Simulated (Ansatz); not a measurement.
BN under load (space group I-4m2), r2SCAN, rigid bands (Ansatz, a program for electronic structure). Condition of this run: uniaxial stress along [001] of 27 GPa (compression positive) (the target of the relaxation). Band gap 4.20 eV, N_c = 7.07e18 cm⁻³ and N_v = 9.98e18 cm⁻³ at 300 K, conductivity masses along z (a = (0.00, 1.82, 1.73) Å; b = (1.82, 0.00, 1.73) Å; c = (1.82, 1.82, 0.00) Å) of 0.800 mₑ (electrons) and 0.638 mₑ (holes). Take k_BT = 0.02585 eV.

What thermal injection velocity √(2k_BT/πm) limits a ballistic channel along the direction named?

6.02e6 cm/s for electrons and 6.74e6 cm/s for holes, a ratio of √(m_h/m_e) = 0.893, for dilute carriers.

Find the intrinsic carrier density and the intrinsic Fermi level.

n_i = √(N_c N_v) exp(−E_g/2k_BT) = 8.40e18 × exp(−81.23) = 4.4e-17 cm⁻³. The level lies (k_BT/2) ln(N_v/N_c) = 4 meV from mid-gap (positive towards the conduction band). Each 0.1 eV added to the gap lowers n_i by a factor of 6.9.

A film of it is 5 nm thick, with its normal along the direction named. Estimate the confinement energies in an infinite well.

ħ²π²/(2m t²) = 0.376 eV·nm²/(m/mₑ × t²) gives 18.8 meV for electrons and 23.6 meV for holes, so the gap would widen to about 4.24 eV. Finite barriers and nonparabolic bands lower this, and with several valleys or bands the heaviest mass along the normal sets the lowest level, not this average.

Rigid bands with the computed gap; masses take one relaxation time for all states. Spin-orbit coupling is left out. Geometry: cell and atoms relaxed with PBEsol.
